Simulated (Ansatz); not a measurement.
## Phonon-limited transport in VIr₃ (Pm-3m)

Given:

```xyz
4
Lattice="3.7941 0.0000 0.0000 0.0000 3.7941 0.0000 0.0000 0.0000 3.7941" Properties=species:S:1:pos:R:3 pbc="T T T"
V      0.0000     0.0000     0.0000
Ir     1.8971     1.8971     0.0000
Ir     0.0000     1.8971     1.8971
Ir     1.8971     0.0000     1.8971
```

These are PBEsol, DFPT electron-phonon coupling, linearised Boltzmann equation (plane waves, PAW, scalar-relativistic; Ansatz, a first-principles code) values and carry that method's errors. How the cell was made: relaxed with this functional, without spin-orbit coupling.

```json
{
  "resistivity at 300 K": "11.6 μΩ·cm",
  "resistivity at 77 K": "1.38 μΩ·cm",
  "electron mean free path at 300 K (weighted by the current that each state carries)": "10.3 nm",
  "electron-phonon coupling λ": "0.29",
  "transport coupling λ_tr": "0.31",
  "logarithmic_mean_phonon_energy": "19.3 meV",
  "density of states at the Fermi level": "0.96 states/(eV·spin·cell)",
  "drude_plasma_energy": "5.5 eV",
  "Hall coefficient at 300 K": "29 ×10⁻¹¹ m³/C"
}
```

A metal at this level (no band gap). Only scattering by harmonic phonons is included (no impurities, grain boundaries, electron-electron scattering or thermal expansion). Spin-orbit coupling is left out, which matters with elements this heavy. The run warned that the eigensolver left some states short of its tolerance. Halving the electron mesh (24x24x24) moves the resistivity by up to 2 % at 300 K, the mean free path by up to 4 %, the coupling by up to 6 %. Smearing 0.20 eV; phonons on a 4x4x4 q mesh, which this run doesn't test and which matters most at low temperature.

Formula and space group known from diffraction (Crystallography Open Database), not checked to be the room-temperature form: VIr3 (Pm-3m). Treated as nonmagnetic (a ferromagnetic start lost its moment, other orders weren't tried): VIr3 (Pm-3m).
